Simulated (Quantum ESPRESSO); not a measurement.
Troubleshooting Quantum ESPRESSO: a failed run on MgZn₂ (P-6m2, 6 atoms in the cell). The aim is a self-consistent single point with DFT, LDA (PZ), plane waves, GBRV 1.5 ultrasoft (LDA) pseudopotentials.

Input as run:

```fortran
&control
    calculation = 'scf'
    prefix = 'MgZn2'
    outdir = './out'
    pseudo_dir = './'
    tprnfor = .true.
    tstress = .true.
/
&system
    ibrav = 0
    nat = 6
    ntyp = 2
    ecutwfc = 50.0
    ecutrho = 250
    occupations = 'smearing'
    smearing = 'gauss'
    degauss = 0.0073499
/
&electrons
    conv_thr = 1.0d-10
    mixing_beta = 0.5
/
ATOMIC_SPECIES
Mg    24.3050  mg_lda_v1.4.uspp.F.UPF
Zn    65.3800  zn_lda_v1.uspp.F.UPF
ATOMIC_POSITIONS crystal
Mg    0.0000000000    0.0000000000    0.6711900000
Mg    0.0000000000    0.0000000000    0.3288100000
Zn    0.0000000000    0.0000000000    0.0000000000
Zn    0.6666666667    0.3333333333    0.8436800000
Zn    0.6666666667    0.3333333333    0.1563200000
Zn    0,6666666667    0,3333333333    0,5000000000
K_POINTS automatic
7 7 2  0 0 0
CELL_PARAMETERS bohr
   5.5706666160     0.0000000000     0.0000000000
  -2.7853333080     4.8243388055     0.0000000000
   0.0000000000     0.0000000000    26.1746343467
```

The program printed (abridged):

```
     This program is part of the open-source Quantum ESPRESSO suite
     for quantum simulation of materials; please cite

[eval_infix.c] A parsing error occurred
helper string:
0,6666666667
error code:
Error: invalid token: ,

 %%%%%%%%%%%%%%%%%%%%%%%%%%%%%%%%%%%%%%%%%%%%%%%%%%%%%%%%%%%%%%%%%%%%%%%%%%%%%%
     Error in routine card_atomic_positions (1):
     Error while parsing atomic position card.
 %%%%%%%%%%%%%%%%%%%%%%%%%%%%%%%%%%%%%%%%%%%%%%%%%%%%%%%%%%%%%%%%%%%%%%%%%%%%%%

     stopping ...
```

Question: From the messages shown, name the fault and mend the input.

Answer: The fault is decimal commas. The program does not read a comma as a decimal mark. To fix it, use decimal points. The program stopped before any SCF iteration.

An input that runs soundly differs in these lines (not the only fix; some lines may just follow from the change or write a value another way):
```diff
-    ecutwfc = 50.0
+    ecutwfc = 50
-Zn    0,6666666667    0,3333333333    0,5000000000
+Zn    0.6666666667    0.3333333333    0.5000000000
```

With that input, the run converged in 18 iterations: free energy E − TS -28504.6932 eV; Fermi level (on the code's own zero) 9.97 eV; pressure -6.05 GPa; largest force (vector length) 0.171 eV/Å (DFT, LDA (PZ), plane waves, GBRV 1.5 ultrasoft (LDA) pseudopotentials).

On the sound input: the starting cell comes from a database of computed structures (which also holds hypothetical and non-ambient phases and stackings), without a prior relaxation at this level. With a pressure of about -6 GPa the cell is away from its equilibrium volume at this level.
